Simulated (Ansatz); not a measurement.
# Mo, response to strain

Take Mo in the bcc (W type) structure (space group Im-3m, No. 229; a = 3.1607 Å) as the base.

Strains are applied to the cell and any free atomic positions relax.

Computed with PBE, PAW, 420 eV (Ansatz, a first-principles code; no SOC).

Notes on the quantities. energy relative to the base: free energy F.

```csv
isotropic strain (%),energy relative to the base (meV/atom)
-5.27,381.2
-2.85,102.7
-2.41,?
0,0.0
1.28,18.1
```

Question: Fit ΔE = Aε² + Bε³ (ε in %) to the rows shown and predict the withheld row.

Answer: Least squares on the printed values gives A = 11.4 and B = -0.44 meV/atom (largest residual 0.3 meV/atom); this predicts 72.4 meV/atom, and the run gives 72.3 meV/atom, in agreement.

No phonon test of stability was made. The final runs are not spin-polarised.
